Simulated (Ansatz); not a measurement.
Input and output of a zone-centre phonon calculation for TiZn3 (Pm-3m, 4 atoms in the cell) (Ansatz, a first-principles code).

Computed with LDA (PW92), default PAW files made with PBE (plane waves; Ansatz).

```
CELL_PARAMETERS angstrom
      3.86919     0.00000     0.00000
      0.00000     3.86919     0.00000
      0.00000     0.00000     3.86919
ATOMIC_POSITIONS crystal
  Ti 0.00000 0.00000 0.00000
  Zn 0.00000 0.50000 0.50000
  Zn 0.50000 0.00000 0.50000
  Zn 0.50000 0.50000 0.00000
```

Reference input (self-consistent single point, DFT, LDA (PW92), plane waves, default PAW files made with PBE): basis.ecutwfc = 30.9 Ry; kpoints.mp_grid.grid = 9 9 9; hamiltonian.xc = lda; hamiltonian.pseudopotentials = {kind: paw} (the program's default PAW files); scf.occupations.method = fermi_dirac; scf.occupations.width = 0.0073 Ry. This run's input differs from it in these lines:

```diff
@@ -19,6 +19,5 @@
   occupations: { method: fermi_dirac, width: 0.0073 Ry }
-output:
-  forces: true
-  eigenvalues: true
-  stress: true
+  convergence: { dr2_threshold: 1.0e-07 eV }
+phonons:
+  method: dfpt
```

Output (repeated stretches shortened):

```
SCF iter   1: F=—  HF=-12190.012829 eV  |F-HF|=—  |Δ(HF+E_count)|=         —  Δρ=1.25e-2  dr2=1.34e-1  ethr=1.77e-3  ⟨swp⟩=5.5  Hψ=15953  notcnv=0
all-band conjugate gradients solve this SCF's bands
preconditioner: auto → Kerker (q_TF=auto, 2.644 Å⁻¹)
SCF iter   2: F=—  HF=-12189.996344 eV  |F-HF|=—  |Δ(HF+E_count)|=   1.65e-2  Δρ=5.77e-3  dr2=3.74e-2  ethr=2.78e-4  ⟨swp⟩=2.0  Hψ=5121  notcnv=0
   [... lines left out ...]
SCF iter   6: F=—  HF=-12189.990145 eV  |F-HF|=—  |Δ(HF+E_count)|=   1.14e-5  Δρ=5.60e-5  dr2=1.80e-6  ethr=8.50e-8  ⟨swp⟩=2.0  Hψ=6015  notcnv=0
SCF iter   7: F=-12189.990145 eV  HF=-12189.990145 eV  |F-HF|=5.12e-9  |Δ(HF+E_count)|=   5.37e-7  Δρ=1.17e-5  dr2=6.18e-8  ethr=2.08e-10  ⟨swp⟩=7.0  Hψ=26345  notcnv=0
the search or the solves at the SCF's close seem to have found levels that the self-consistency loop had missed (the run counts 6) …
SCF 1 converged in 7 iterations: F = -12189.990145 eV  dr2 = 6.18e-8
DFPT response loops at Γ: preconditioner auto → Kerker (q_TF=auto, 2.644 Å⁻¹) (partly filled bands, converged f_vac=0.000) …
Free energy (F): -12189.990145 eV
Internal energy: -12189.889431 eV  (E = F + TS)
E sigma→0 (E₀):  -12189.939788 eV
Entropy (-TS):   -0.100714 eV (-25.178 meV/atom)
Fermi energy:    12.050139 eV
--- Phonons (Γ-DFPT): 3 representative perturbations + reference, on 125 of 729 k-points (Σ response iterations 12) ---
  k mesh reduced under 8 symmetry operations, with k and −k counted as one. Each operation leaves every solved displacement unchanged or reverses it
  ASR residual: 3.438e-3 → 0.000e0 eV/Å²; symmetrization residual: 5.061e-7 eV/Å²
  ASR residual per site (eV/Å²): 2.28e-3 3.44e-3 3.44e-3 3.44e-3
  Γ frequencies (cm⁻¹): 0.00 0.00 0.00 133.20 133.20 133.20 141.18 141.18 141.18 249.30 249.30 249.30
  non-analytic LO–TO correction: not included (Born effective charges unavailable; polar crystals: no LO–TO splitting at Γ)
```

The run converged in 7 iterations. 

Summary of the result:
- Free energy E − TS (on the zero of these files): -12189.9901 eV
- Fermi level (on the code's own zero): 12.05 eV
- Zone-centre frequencies (cm⁻¹; negative means imaginary): 0, 0, 0, 133, 133, 133, 141, 141, 141, 249, 249, 249

The starting cell comes from a database of computed structures (which also holds hypothetical and non-ambient phases and stackings), without a prior relaxation at this level. Its lattice was rescaled by up to half a per cent. Spin polarisation is off.

Cost on one core of a shared machine: roughly 90 s.

Keys are those of Ansatz 0.2.
